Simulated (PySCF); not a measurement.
PySCF 2.14.0, PBE0/def2-svp, df: Hf(OH)3(OEt) (CC[O][Hf]([OH])([OH])[OH]), 15 atoms. The geometry is a generated start, not checked to be a minimum at this level.

```
Item                                                Result
-------------------------  -------------------------------
task                                                energy
method                                                pbe0
basis                                             def2-svp
two-electron scheme                        density fitting
mol.max_memory                                     3000 MB
mf.max_cycle                                           100
mf.init_guess                              minao (default)
mf.DIIS                                    CDIIS (default)
mf.diis_space                                  8 (default)
mf.conv_tol                                1e-09 (default)
mf.grids.level                                 3 (default)
effective core potentials  those of the basis set, past Kr
basis functions                                        156
grid points                                         186824
```

```xyz
15

Hf    -0.1088     0.8943     1.1001
O      1.7134     1.1748     1.4103
H      1.8607     2.0019     1.8852
O     -0.8138    -0.3071     2.3516
H     -1.1476     0.1024     3.1575
O     -0.9281     2.5658     1.2966
H     -1.2588     2.8617     0.4387
O     -0.4002     0.3613    -0.6542
C      0.2714    -0.8711    -0.7890
C     -0.0646    -1.5216    -2.1319
H      1.3644    -0.6962    -0.7296
H     -0.0391    -1.5481     0.0361
H      0.2399    -0.8620    -2.9413
H      0.4492    -2.4739    -2.2303
H     -1.1380    -1.6821    -2.1998
```

Charge 0 and multiplicity 1 are set for this test and not shown to be the ground state.

One run each on 2 threads, 1 BLAS thread. Values of level_shift (Hartree) tried: 0 (default), 0.1, 0.3, 1.

Question: How does the count of Fock builds change with level_shift (Hartree), and where is it least?

Answer: Fewest Fock builds, within one of each other: 0 (default) with 12, 0.1 with 13. The count rises to 32 at 1. All converge to one solution.

```csv
level_shift (Hartree),Fock builds,end
0 (default),12,same solution
0.1,13,same solution
0.3,16,same solution
1,32,same solution
```
